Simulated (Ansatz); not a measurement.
AgCl: energy against strain

AgCl (rock salt, Fm-3m, 20.207 Å³/atom at rest) under an equal strain ε in the (001) plane with the normal axis free, as in a coherent film. PBEsol in Ansatz, a plane-wave DFT program (PAW, default set), 420 eV, 10×10×10 Γ-centred mesh, Fermi-Dirac smearing 0.05 eV; ions are relaxed within the symmetry of each cell.

Here s stands for strain and y for E less E0.

```csv
strain (%),E less E0 (meV/atom)
-3.00,?
-1.50,2.16
-1.00,0.92
-0.50,0.22
0.00,0.00
0.50,0.21
1.00,0.80
1.50,1.73
```

Question: Fit y against s with a parabola, and predict the withheld value at s = -3.00.

Answer: Least squares gives y = -0.002 - 0.1100·s + 0.8648·s². Residuals (row less fit): 0.051, -0.053, -0.049, 0.002, 0.051, 0.047, -0.049; standard error 0.061 (degrees of freedom: 4). Twice the quadratic coefficient over the volume, 2 × 0.8648 meV × 10⁴ × 0.1602 / 20.207 Å³, is twice the biaxial elastic modulus of this plane = 137 ± 4 GPa. At the withheld row, y = -0.002 - 0.1100 × (-3.0) + 0.8648 × (-3.0)² = 8.111 meV/atom. The calculation gives 9.69 meV/atom, 1.579 meV/atom above the prediction (16.3 % of the range of y in the table). The row lies outside the fitted rows, so this is an extrapolation. From the scatter of the fitted rows alone, a prediction at this place has a standard error of 0.234 meV/atom, so the miss is 6.7 times that.

One order more, fitted to all 13 runs of the series, follows each within 0.03, so the miss is the next term of a smooth law. Rows are the converged runs of the series near zero and its far end; series whose fitted rows scatter by over a few per cent of the range, as at a crossing or softening among them, aren't shown in this form. Most that stay on the fit to the last digits aren't either.
